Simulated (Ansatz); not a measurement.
The reference is Al$_{2}$Cu (space group I4/mcm, No. 140).

Space group I4/mcm (No. 140); a = b = 6.059 Å, c = 4.874 Å, α = β = γ = 90.00°

```csv
atom,site,symmetry,x,y,z
Al,8h,m.2m,0.1583,0.3417,0.0000
Cu,4a,422,0.0000,0.0000,0.2500
```
(The calculation used a cell of 6 atoms; values per cell refer to that cell.)

Level of theory: Kohn–Sham DFT with the PBE functional, run in Ansatz (a program for electronic structure) with PAW and 420 eV plane waves, scalar-relativistic without spin-orbit coupling, earlier PAW set.

For the base:

The pressure is 0.0 GPa and the band gap is zero.

Now apply this change: every lattice vector is stretched by 0.99 %; the atoms relax in the strained cell.

Question: What does the calculation give for the energy relative to the base, pressure and band gap after the change?

Answer: The energy grows by 4.0 meV/atom; the pressure (mean of the normal stresses, compression positive) goes from zero to -2.8 GPa; the band gap remains zero.

No phonon test of stability was made. The final runs are not spin-polarised.
